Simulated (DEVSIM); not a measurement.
Device: In0.52Al0.48As/In0.53Ga0.47As p-n heterojunction, at 300 K.

```tsv
layer (left to right)	material	thickness (μm)	Nd (cm⁻³)	Na (cm⁻³)	τn (s)	τp (s)
1	In0.52Al0.48As	1.60	-	6.9e15	2.1e-9	2.1e-9
2	In0.53Ga0.47As	0.150	1.9e15	-	2.1e-9	2.1e-9
```

Left contact: ohmic. Right contact: ohmic. Voltage is applied to the left contact. Recombination: SRH at mid-gap, radiative, Auger. Mobility is μmin + (μ − μmin)/(1 + (N/Nref)^α).

Constants are typed, rounded textbook-type inputs, not results; the design itself was drawn at random and stands for no fabricated device. Values at 300 K.

```tsv
parameter	In0.52Al0.48As	In0.53Ga0.47As
gap (eV)	1.45	0.74
affinity (eV)	4	4.51
permittivity	12.5	13.9
Nc (cm⁻³)	5.1e17	2.1e17
Nv (cm⁻³)	1.1e19	7.7e18
μn (cm²/Vs)	4000	12000
μp (cm²/Vs)	75	300
μn,min	800	300
μp,min	10	10
Nref,n	3e16	1.3e17
Nref,p	1e17	4.9e17
αn	1.1	0.48
αp	0.6	0.4
B (cm³/s)	1e-10	9.6e-11
Cn (cm⁶/s)	1e-30	5e-29
Cp (cm⁶/s)	1e-30	5e-29
```

Model (solved in DEVSIM): 1D drift-diffusion, Boltzmann statistics, complete ionisation; no tunnelling, impact ionisation, image-force lowering or self-heating. Band offsets follow the typed affinities; no thermionic-emission limit at abrupt steps, no polarisation charge.

### Question
Tabulate band edges, carrier densities and field at 0.7 V on the left contact.

### Answer
Energies count from the Fermi level of the right contact; mesh points crowd at the junctions.

| x (μm) | Ec (eV) | Ev (eV) | n (cm⁻³) | p (cm⁻³) | field (V/cm) |
|---|---|---|---|---|---|
| 0.000 | 0.559 | -0.891 | < 1e2 | 6.9e15 | 1100 |
| 0.004797 | 0.560 | -0.890 | 5800 | 6.9e15 | 1100 |
| 0.01515 | 0.561 | -0.889 | 18000 | 6.9e15 | 1100 |
| 0.03500 | 0.563 | -0.887 | 40000 | 6.9e15 | 1100 |
| 0.09644 | 0.570 | -0.880 | 96000 | 6.9e15 | 1100 |
| 0.1970 | 0.581 | -0.869 | 160000 | 6.9e15 | 1100 |
| 0.4141 | 0.605 | -0.845 | 240000 | 6.9e15 | 1100 |
| 0.9739 | 0.667 | -0.783 | 280000 | 6.9e15 | 1100 |
| 1.288 | 0.701 | -0.749 | 290000 | 6.9e15 | 1100 |
| 1.446 | 0.716 | -0.734 | 310000 | 6.1e15 | 580 |
| 1.528 | 0.714 | -0.736 | 450000 | 3.5e15 | -1600 |
| 1.575 | 0.700 | -0.750 | 860000 | 9.9e14 | -4800 |
| 1.590 | 0.692 | -0.758 | 1200000 | 3.5e14 | -6100 |
| 1.597 | 0.687 | -0.763 | 1500000 | 8.6e13 | -6900 |
| 1.603 | 0.173 | -0.567 | 2.6e14 | 3.8e15 | -6200 |
| 1.610 | 0.169 | -0.571 | 3.1e14 | 3.1e15 | -5700 |
| 1.625 | 0.161 | -0.579 | 4.1e14 | 2.3e15 | -4900 |
| 1.652 | 0.149 | -0.591 | 6.5e14 | 1.3e15 | -3800 |
| 1.708 | 0.132 | -0.608 | 1.3e15 | 3.6e14 | -2600 |
| 1.732 | 0.126 | -0.614 | 1.6e15 | 1.4e14 | -2400 |
| 1.743 | 0.123 | -0.617 | 1.8e15 | 5.2e13 | -2300 |
| 1.750 | 0.122 | -0.618 | 1.9e15 | 3.2e8 | -2300 |
